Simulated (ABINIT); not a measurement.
Band structure of BeCo (Pm-3m, 2 atoms in the cell).

```
BeCo
1.0
    2.57175     0.00000     0.00000
    0.00000     2.57175     0.00000
    0.00000     0.00000     2.57175
Be Co
1 1
Cartesian
  0.00000   0.00000   0.00000
  1.28588   1.28588   1.28588
```
Moments meant for the start (each program seeds them in its own way; μB, in the order of the atoms Be Co): 0.0 3.0.

Level of theory: PBEsol, norm-conserving pseudopotentials (PseudoDojo nc-sr-04 PBEsol standard) (plane waves; ABINIT).

Settings: pseudos = [Be.upf, Co.upf]; ecut = 1306 eV; nsppol = 2; occopt = 3; tsmear = 0.1 eV; ngkpt = 9 9 9; nshiftk = 1; shiftk = 0 0 0; potentials = PseudoDojo nc-sr-04 PBEsol standard; kptopt = 1; nstep = 50; tolvrs1 = 1e-12; ndtset = 2.

The starting cell comes from a database of computed structures (which also holds hypothetical and non-ambient phases and stackings), without a prior relaxation at this level. The moments shrank to a small part of their start, a low-spin state that need not be the lowest.

Levels in eV from the Fermi level, bands 8 to 15 of the first spin channel:
```json
[
 {"point": "Γ", "8": "-2.94", "9": "-0.20", "10": "-0.20", "11": "-0.20", "12": "7.83", "13": "7.83", "14": "7.83", "15": "15.49"},
 {"point": "X", "8": "-2.43", "9": "-1.46", "10": "-1.46", "11": "-0.10", "12": "1.32", "13": "12.78", "14": "12.78", "15": "15.60"},
 {"point": "M", "8": "-1.38", "9": "-1.38", "10": "-0.98", "11": "-0.98", "12": "0.51", "13": "6.56", "14": "7.38", "15": "12.80"},
 {"point": "R", "8": "-4.14", "9": "0.56", "10": "0.56", "11": "6.77", "12": "6.77", "13": "6.77", "14": "7.45", "15": "7.45"}
]
```

Bands cross the Fermi level along this path, so the cell is metallic at this level.

The net moment of the cell came out as 0.33 μB.
